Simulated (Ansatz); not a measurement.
Consider HgS in the zinc blende structure (space group F-43m, No. 216).

```
HgS
1.0
    0.00000     2.93793     2.93793
    2.93793     0.00000     2.93793
    2.93793     2.93793     0.00000
Hg S
1 1
Direct
  0.00000   0.00000   0.00000
  0.25000   0.25000   0.25000
```

The values are results of Ansatz (an electronic-structure program) PBEsol, no SOC, not measurements.

One change was made to it. Results:

The band gap remains zero; the volume per atom shrinks by 1.57 Å³ to 23.79 Å³.

Question: What was done to the base?
(A) pressure 22.5 GPa
(B) pressure −1 GPa
(C) pressure 4.5 GPa
(D) pressure 0.9 GPa

Answer: C, pressure 4.5 GPa. For comparison, the volume per atom in the other runs: pressure 22.5 GPa gives 20.38 Å³; pressure −1 GPa gives 25.80 Å³; pressure 0.9 GPa gives 25.00 Å³.

A case with no gap was solved on a k-mesh chosen for an insulator, which is coarse for it. Spin-orbit coupling, missing from the scalar runs, can matter with Hg. Load acts through the strain it causes; cell and atoms are relaxed under it. Stability against distortions was not tested. Tetrahedral semiconductors of this kind turn to denser phases somewhere between about 1 and 50 GPa; those were not computed, so compressed cells here can lie past the real transition. All final runs are without spin polarisation. A zero or small gap of HgS can be the functional's error rather than a property of the material.
